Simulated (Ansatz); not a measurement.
The starting structures come from a database of crystals and need not be the phases stable at ambient conditions.

The decay constant κ of evanescent states in the gap governs leakage through a thin film.

Given:

```
In2Ge2O7
1.0
    4.95382     0.00000     0.00000
    0.00000     8.83646     0.00000
    0.72015     4.41823     3.27251
In Ge O
2 2 7
Cartesian
  0.00000   6.12349   0.00000
  0.00000   2.71297   0.00000
  2.39997   4.41823   1.74032
  3.27400   8.83646   1.53219
  4.25063   7.37350   1.56950
  1.42334   5.88119   1.70302
  1.42334   2.95527   1.70302
  4.25063  10.29942   1.56950
  2.47691   0.00000   0.00000
  1.94486   8.83646   2.68169
  3.72911   4.41823   0.59082
```

Space group of this cell: C2/m. The cell is taken as given; by r2SCAN its mean pressure is -0.8 GPa.

Transport runs along the normal of the first two printed cell vectors.

The gap is the functional's own. No spin-orbit coupling. Mid-gap values are interpolated on the energy grid.

Problem. Compute, with r2SCAN in Ansatz (an electronic-structure program), the band gap and the smallest decay constant κ at mid-gap.

Solution. Gap 2.70 eV on a 6×10×10 mesh; κ = 0.227 1/Å, at the zone centre.
